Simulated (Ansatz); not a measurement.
Base system: AlN in the wurtzite structure (space group P6_3mc, No. 186; a = 3.114 Å, c = 4.983 Å). Axes: x lies along a and z along c of the hexagonal cell.

All numbers come from PBEsol in Ansatz (plane waves to 420 eV, PAW, scalar-relativistic without spin-orbit coupling).

Before the change:

The shortest interatomic distance is 189.1 pm.

Modification: the cell is stretched by 3.00 % along x with no lateral relaxation; the atoms relax in the strained cell.

Predict the new stress.

The stress (xx, yy, zz, yz, xz, xy; compression positive) amounts to (-10.59, -3.84, -3.02, 0.00, 0.00, 0.00) GPa.

What does the calculation give for the energy relative to the base after the change?

The energy rises by 11 meV/atom.

What happens to the largest internal atomic displacement?

The largest internal atomic displacement is 0.017 Å.

What does the calculation give for the shortest interatomic distance after the change?

The shortest interatomic distance goes up by 1.5 pm (189.1 pm → 190.6 pm).

Whether these cells are dynamically stable was not tested.

Ansatz is a quantum-chemistry and plane-wave program.
